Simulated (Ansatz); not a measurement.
The starting structures come from a database of crystals and need not be the phases stable at ambient conditions.

 Where the default PAW files enter, the runs use the earlier of Ansatz's two default sets.

The decay constant κ of evanescent states in the gap governs leakage through a thin film.

Here is the system:

```xyz
10
Lattice="6.0891 0.0000 0.0000 3.0400 5.2760 0.0000 0.0385 -3.4968 5.0431" Properties=species:S:1:pos:R:3 pbc="T T T"
Ba     6.1093     0.0117     3.7426
Ba     3.0583     1.7675     1.3005
La     0.0000     0.0000     0.0000
Ta     3.0638    -1.7484     2.5216
O      7.7225     2.8381     3.4732
O      1.4451    -1.0589     1.5699
O      5.8931     1.7808     1.5699
O      3.2745    -0.0017     3.4732
O      7.2696     4.2013     1.0425
O      1.8980    -2.4222     4.0006
```

Space group of this cell: C2/m. The cell is taken as given.

Transport runs along the normal of the first two printed cell vectors.

The gap is the functional's own, uncorrected, and κ follows it; spin-orbit coupling is left out. Mid-gap values are interpolated between the computed energies.

Problem. State the band gap and the smallest decay constant κ at mid-gap according to r2SCAN in Ansatz (a quantum-chemistry and plane-wave program).

Solution. Gap 4.16 eV on a 8×8×8 mesh; κ = 0.410 1/Å, at the zone centre.
